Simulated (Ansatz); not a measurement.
**Convergence series on RbH3O2 (Cmc2_1, 12 atoms in the cell)**

```
RbH3O2
1.0
    2.11052    -5.43729     0.00000
    2.11052     5.43729     0.00000
    0.00000     0.00000     5.93979
Rb H O
2 6 4
Direct
  0.15368   0.84632   0.26462
  0.84632   0.15368   0.76462
  0.51039   0.48961   0.02160
  0.48961   0.51039   0.52160
  0.08511   0.30091   0.29945
  0.91489   0.69909   0.79945
  0.69909   0.91489   0.29945
  0.30091   0.08511   0.79945
  0.15861   0.84139   0.75543
  0.84139   0.15861   0.25543
  0.53340   0.46660   0.86356
  0.46660   0.53340   0.36356
```

Method: r2SCAN, default PAW files made with PBE (plane waves; Ansatz, a quantum-chemistry and plane-wave program).

The starting cell comes from a database of computed structures (which also holds hypothetical and non-ambient phases and stackings), without a prior relaxation at this level. Ansatz's pressure includes its estimate of the finite-basis (Pulay) stress.

Held fixed: kpoints.mp_grid.grid = 4 4 3; hamiltonian.xc = r2scan; hamiltonian.pseudopotentials = {kind: paw} (the program's default PAW files); scf.occupations.method = fixed.

ΔF is the free energy per atom less that of the last row (1000 eV).

The first pressure column holds Ansatz's estimate of the finite-basis (Pulay) stress, which hides part of the cutoff error; the other is without it.

```json
[
 {"basis.ecutwfc": "200 eV", "ΔF (meV/atom)": "2164.0", "pressure (GPa)": "-1.91", "largest force (eV/Å)": "1.281", "gap on the mesh (eV)": "4.709", "pressure at a fixed set of plane waves (GPa)": "-97.81", "plane waves": "885", "iterations": "8"},
 {"basis.ecutwfc": "250 eV", "ΔF (meV/atom)": "627.1", "pressure (GPa)": "-0.42", "largest force (eV/Å)": "0.559", "gap on the mesh (eV)": "5.022", "pressure at a fixed set of plane waves (GPa)": "-39.03", "plane waves": "1249", "iterations": "8"},
 {"basis.ecutwfc": "300 eV", "ΔF (meV/atom)": "160.9", "pressure (GPa)": "-0.23", "largest force (eV/Å)": "0.178", "gap on the mesh (eV)": "5.086", "pressure at a fixed set of plane waves (GPa)": "-13.03", "plane waves": "1619", "iterations": "7"},
 {"basis.ecutwfc": "350 eV", "ΔF (meV/atom)": "37.6", "pressure (GPa)": "0.00", "largest force (eV/Å)": "0.137", "gap on the mesh (eV)": "5.105", "pressure at a fixed set of plane waves (GPa)": "-3.61", "plane waves": "2017", "iterations": "7"},
 {"basis.ecutwfc": "400 eV", "ΔF (meV/atom)": "9.6", "pressure (GPa)": "0.09", "largest force (eV/Å)": "0.160", "gap on the mesh (eV)": "5.110", "pressure at a fixed set of plane waves (GPa)": "-0.74", "plane waves": "2489", "iterations": "7"},
 {"basis.ecutwfc": "450 eV", "ΔF (meV/atom)": "4.4", "pressure (GPa)": "0.08", "largest force (eV/Å)": "0.170", "gap on the mesh (eV)": "5.111", "pressure at a fixed set of plane waves (GPa)": "-0.09", "plane waves": "2953", "iterations": "7"},
 {"basis.ecutwfc": "500 eV", "ΔF (meV/atom)": "3.1", "pressure (GPa)": "0.07", "largest force (eV/Å)": "0.175", "gap on the mesh (eV)": "5.111", "pressure at a fixed set of plane waves (GPa)": "-0.02", "plane waves": "3469", "iterations": "7"},
 {"basis.ecutwfc": "575 eV", "ΔF (meV/atom)": "1.78", "pressure (GPa)": "0.06", "largest force (eV/Å)": "0.180", "gap on the mesh (eV)": "5.111", "pressure at a fixed set of plane waves (GPa)": "-0.03", "plane waves": "4287", "iterations": "7"},
 {"basis.ecutwfc": "650 eV", "ΔF (meV/atom)": "0.86", "pressure (GPa)": "0.05", "largest force (eV/Å)": "0.183", "gap on the mesh (eV)": "5.111", "pressure at a fixed set of plane waves (GPa)": "0.00", "plane waves": "5131", "iterations": "7"},
 {"basis.ecutwfc": "750 eV", "ΔF (meV/atom)": "0.44", "pressure (GPa)": "0.05", "largest force (eV/Å)": "0.184", "gap on the mesh (eV)": "5.111", "pressure at a fixed set of plane waves (GPa)": "0.03", "plane waves": "6351", "iterations": "7"},
 {"basis.ecutwfc": "875 eV", "ΔF (meV/atom)": "0.20", "pressure (GPa)": "0.04", "largest force (eV/Å)": "0.186", "gap on the mesh (eV)": "5.111", "pressure at a fixed set of plane waves (GPa)": "0.03", "plane waves": "7965", "iterations": "7"},
 {"basis.ecutwfc": "1000 eV", "ΔF (meV/atom)": "0.00", "pressure (GPa)": "0.04", "largest force (eV/Å)": "0.187", "gap on the mesh (eV)": "5.111", "pressure at a fixed set of plane waves (GPa)": "0.03", "plane waves": "9821", "iterations": "7"}
]
```

Pressure within 0.2 GPa of the last row: from basis.ecutwfc = 350 eV on; the one before it is off by 0.27 GPa. The value it settles on is 0.0 GPa at this level of theory and with the other settings as held.

Gap on the mesh within 0.02 eV of the last row: from basis.ecutwfc = 350 eV on; the one before it is off by 0.025 eV. The value it settles on is 5.111 eV at this level of theory and with the other settings as held.

Gaps are taken between levels on the mesh.

Keys are those of Ansatz 0.2.
